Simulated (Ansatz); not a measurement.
## Effect of biaxial strain +1.67 %, plane normal [111], relaxed out of plane on Al

Consider Al in the fcc (Cu type) structure (space group Fm-3m, No. 225; a = 3.984 Å; relaxed with 0.1 eV smearing). Axes: x, y, z lie along the cube axes.

The change: biaxial strain +1.67 %, plane normal [111], relaxed out of plane (Cartesian); in-plane vectors clamped, the third vector and the atoms free.

Calculations: LDA in Ansatz (plane waves to 420 eV, PAW, no SOC). k-mesh 28×28×28 (Γ-centred); smearing 0.1 eV (Fermi–Dirac).

- Shortest interatomic distance: 2.802 Å (base 2.817 Å)
- Energy relative to the base (free energy F): +3.1 meV/atom
- Pressure (mean of the normal stresses, compression positive): -1.2 GPa (base 0.0 GPa)
- Band gap: zero (base zero)
- Out-of-plane strain: -1.63 %
- Ratio −ε⊥/ε∥: 0.97
- Mean in-plane stress (compression positive): -1.9 GPa

Stability against distortions was not tested.

Ansatz is a first-principles code.
